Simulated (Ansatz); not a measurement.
C on the 1x1 (110) surface of bcc W, one in a 2x2 cell, energies for each (28.7 Å²). Energies are against an atom of graphite, without zero-point or thermal terms; each row is named by its start.

Calculation: PBE (plane waves to 420 eV, PAW; Ansatz, a first-principles code).

Question: Which site binds most strongly?
A) top W
B) bridge W-W (span 3.2 Å)
C) bridge W-W (span 2.8 Å)

Answer: B, bridge W-W (span 3.2 Å). Adsorption energies: bridge W-W (span 3.2 Å) -0.21 eV; bridge W-W (span 2.8 Å) 0.86 eV; top W 3.14 eV.
